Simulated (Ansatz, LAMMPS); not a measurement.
# Si well of 21 atomic layers along [001] in random Si0.7Ge0.3, interfaces one step of a layer

Cell 16.67 × 16.67 × 65.81 Å, Si729Ge135, 864 atoms. Prepared with Tersoff's 1989 multicomponent potential (SiCGe.tersoff) (LAMMPS): minimisation. 

All values below come from PBE, support functions at accuracy medium on the grid of 370 eV (norm-conserving potentials; Ansatz, a program for electronic structure).

Basis: localised support functions (accuracy medium) on a full density matrix. k-points: zone centre alone; occupations: Fermi-Dirac, 0.010 eV; spin polarisation not allowed. Scalar-relativistic, no spin-orbit coupling.

```yaml
Kohn-Sham gap of the cell on its k-mesh: 0.36 eV
weight_of_the_highest_filled_level_on_the_well: 0.35
weight_of_the_lowest_empty_level_on_the_well: 0.97
coordination (neighbours within 2.861 Å): 100.0 % 4-fold
Ge-Ge bonds, mean ± spread: 2.470 ± 0.007 Å
Ge-Si bonds, mean ± spread: 2.424 ± 0.007 Å
Si-Si bonds, mean ± spread: 2.383 ± 0.006 Å
bond angles, mean ± spread: 109.5° ± 1.1°
pressure: -1.08 GPa
cost_of_the_final_run: around 110 core-minutes (rough), 17 SCF iterations, 17 GiB
```
